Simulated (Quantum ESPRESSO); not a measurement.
A self-consistent single point of RbBr (Fm-3m, 2 atoms in the cell) with Quantum ESPRESSO.

Level of theory: PBE, spin-orbit coupling, PseudoDojo fully relativistic norm-conserving (PBE) pseudopotentials (plane waves; Quantum ESPRESSO 7.5).

```xyz
2
Lattice="-3.4231 0.0000 3.4231 0.0000 3.4231 3.4231 -3.4231 3.4231 0.0000" Properties=species:S:1:pos:R:3 pbc="T T T"
Rb     0.0000     0.0000     0.0000
Br    -3.4231     3.4231     3.4231
```

Reference input (self-consistent single point, DFT, PBE, plane waves, GBRV 1.5 ultrasoft (PBE) pseudopotentials): ecutwfc = 40 Ry; ecutrho = 200 Ry; occupations = smearing; smearing = fermi-dirac; degauss = 0.0036749 Ry; potentials = {Rb: rb_pbe_v1.uspp.F.UPF, Br: br_pbe_v1.4.uspp.F.UPF}; K_POINTS = automatic 7 7 7 0 0 0; conv_thr = 1e-10 Ry. This run's input differs from it in these lines:

```diff
@@ -14,4 +14,3 @@
  ntyp = 2
- ecutwfc = 40
- ecutrho = 200
+ ecutwfc = 50
  occupations = 'smearing'
@@ -19,2 +18,4 @@
  degauss = 0.0036749
+ noncolin = .true.
+ lspinorb = .true.
 /
@@ -24,4 +25,4 @@
 ATOMIC_SPECIES
-Rb    85.4678  rb_pbe_v1.uspp.F.UPF
-Br    79.9040  br_pbe_v1.4.uspp.F.UPF
+Rb    85.4678  Rb.upf
+Br    79.9040  Br.upf
 ATOMIC_POSITIONS {crystal}
```

Output (repeated stretches shortened):

```
     Self-consistent Calculation

     iteration #  1     ecut=    50.00 Ry     beta= 0.70

---- Real-time Memory Report at c_bands before calling an iterative solver
           113 MiB given to the printing process from OS
            94 MiB allocation reported by mallinfo(arena+hblkhd)
------------------

     Threshold (ethr) on eigenvalues was too large:
     Diagonalizing with lowered threshold

---- Real-time Memory Report at c_bands before calling an iterative solver
           124 MiB given to the printing process from OS
            99 MiB allocation reported by mallinfo(arena+hblkhd)
------------------

   [... lines left out ...]

---- Real-time Memory Report at c_bands before calling an iterative solver
           165 MiB given to the printing process from OS
           144 MiB allocation reported by mallinfo(arena+hblkhd)
------------------

     total energy              =     -85.88345319 Ry
     estimated scf accuracy    <          3.9E-10 Ry

     iteration #  9     ecut=    50.00 Ry     beta= 0.70

---- Real-time Memory Report at c_bands before calling an iterative solver
           167 MiB given to the printing process from OS
           147 MiB allocation reported by mallinfo(arena+hblkhd)
------------------
     End of self-consistent calculation

     the Fermi energy is     2.7983 ev

!    total energy              =     -85.88345319 Ry
     estimated scf accuracy    <          3.5E-12 Ry
     smearing contrib. (-TS)   =      -0.00000000 Ry
     internal energy E=F+TS    =     -85.88345319 Ry

     convergence has been achieved in   9 iterations

     Forces acting on atoms (cartesian axes, Ry/au):

     atom    1 type  1   force =     0.00000000    0.00000000    0.00000000
     atom    2 type  2   force =     0.00000000    0.00000000    0.00000000

     Total force =     0.000000     Total SCF correction =     0.000000

          total   stress  (Ry/bohr**3)                   (kbar)     P=       10.61
   0.00007212   0.00000000   0.00000000           10.61        0.00        0.00
   0.00000000   0.00007212  -0.00000000            0.00       10.61       -0.00
   0.00000000  -0.00000000   0.00007212            0.00       -0.00       10.61

   JOB DONE.
```

The run converged in 9 iterations. Against the reference run the pressure hardly changes (1.03 to 1.06 GPa) and the gap on the mesh goes from 4.374 to 4.211 eV. The full log also holds: “c_bands:  3 eigenvalues not converged”. The full log also holds: “c_bands:  1 eigenvalues not converged”.

The starting cell comes from a database of computed structures (which also holds hypothetical and non-ambient phases and stackings), without a prior relaxation at this level. Its lattice was rescaled by a random factor within 2.5 % of one.

Cost on one core of a shared machine: roughly 2 min.
